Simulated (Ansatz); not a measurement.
The starting structures come from a database of crystals and need not be the phases stable at ambient conditions.

By PBEsol, the system below comes out a metal.

The ballistic (Sharvin) conductance counts the channels at the Fermi level: G/A = (e²/h) × channels of both spins per area.

Consider the following.

```
CELL_PARAMETERS angstrom
      2.80912     0.00000     0.00000
     -0.65572     2.73152     0.00000
      0.00000     0.00000     9.35246
ATOMIC_POSITIONS crystal
  Nb 0.50000 0.50000 0.75190
  Nb 0.50000 0.50000 0.24810
  Nb 0.00000 0.00000 0.50000
  Au 0.00000 0.00000 0.00000
```

Space group of this cell: Cmmm. The cell is taken as given; by PBEsol its mean pressure is -6.9 GPa.

The current flows along the normal of the first two printed cell vectors. No spin-orbit coupling; the value is a mean over 0.1 eV about the Fermi level.

Question: Predict the ballistic conductance per area from Ansatz (an electronic-structure program) with PBEsol.

Answer: 0.52 × 10¹⁵ S/m² for both spins.
